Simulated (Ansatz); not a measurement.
ZnO in the wurtzite structure (space group P6_3mc, No. 186)

```xyz
4
Lattice="3.2300 0.0000 0.0000 -1.6150 2.7972 0.0000 0.0000 0.0000 5.2144" Properties=species:S:1:pos:R:3 pbc="T T T"
Zn     0.0000     1.8648     0.0080
Zn     1.6150     0.9324     2.6152
O      0.0000     1.8648     1.9839
O      1.6150     0.9324     4.5911
```

Level of theory: PBEsol (Ansatz, a quantum-chemistry and plane-wave program), spin-orbit coupling left out. Settings: 12×12×7 k-points, 0.05 eV Fermi–Dirac smearing.

```json
{
  "volume_per_atom": "11.78 Å³",
  "density": "5.74 g/cm³",
  "band_gap": "0.70 eV, direct at Γ",
  "electron_mass": "0.13 mₑ",
  "Lowest conduction-band minima above the VBM": "Γ 0.70 eV",
  "total_energy": "-1921.065 eV/atom (σ→0; compares only within this code and set-up)"
}
```

Masses are band curvatures over ±0.01 Å⁻¹ around the edge. Whether these cells are dynamically stable was not tested.
